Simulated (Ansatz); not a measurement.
Hypothetical rutile HgBr2 under a change: Hg → Zn

Take HgBr2 in the rutile structure (space group P4_2/mnm, No. 136; a = 7.008 Å, c = 4.003 Å; a hypothetical phase, not in the database extracts checked) as the base.

The change: every Hg is replaced by Zn, then cell and atoms are relaxed.

Method: r2SCAN (Ansatz, a quantum-chemistry and plane-wave program; PAW; 500 eV plane waves; spin-orbit coupling left out). Settings: 5×5×9 k-points, 0.05 eV Fermi–Dirac smearing, for the changed cell.

Volume per atom: 26.15 Å³ (base 32.77 Å³)
Density: 4.77 g/cm³ (base 6.09 g/cm³)
Lattice parameter a: 6.499 Å (base 7.008 Å)
c/a ratio: 0.572 (base 0.571)
Space group: P4_2/mnm (No. 136) (base P4_2/mnm (No. 136))
Band gap: 2.55 eV (base 1.23 eV)
Gap character: direct at Γ (base direct at Γ)
Width of the top valence band: 1.01 eV (base 0.72 eV)
Electron mass: 0.23 mₑ along c, 0.33 mₑ across (at Γ) (base 0.27 mₑ along c, 0.53 mₑ across (at Γ))
Hole mass: 2.5 mₑ along c, 0.98 mₑ across (at Γ)
Valence-band top at Γ (three highest levels, from the VBM): 0.00, -0.23, -0.23 eV (base 0.00, 0.00, -0.35 eV)

Final structure:

```xyz
6
Lattice="6.4988 0.0000 0.0000 0.0000 6.4988 0.0000 0.0000 0.0000 3.7147" Properties=species:S:1:pos:R:3 pbc="T T T"
Zn     0.0000     0.0000     0.0000
Zn     3.2494     3.2494     1.8573
Br     2.0316     2.0316     0.0000
Br     5.2810     1.2177     1.8573
Br     1.2177     5.2810     1.8573
Br     4.4671     4.4671     0.0000
```

Cost of the whole job for the changed cell (relaxation, final SCF and bands): around 4 core-minutes (rough).

With Hg present, leaving out spin-orbit coupling can change the band edges. Effective masses come from finite differences of ±0.01 Å⁻¹. No phonon test of stability was made. As relaxed here, ZnBr2 is a hypothetical phase, not in the database extracts checked.
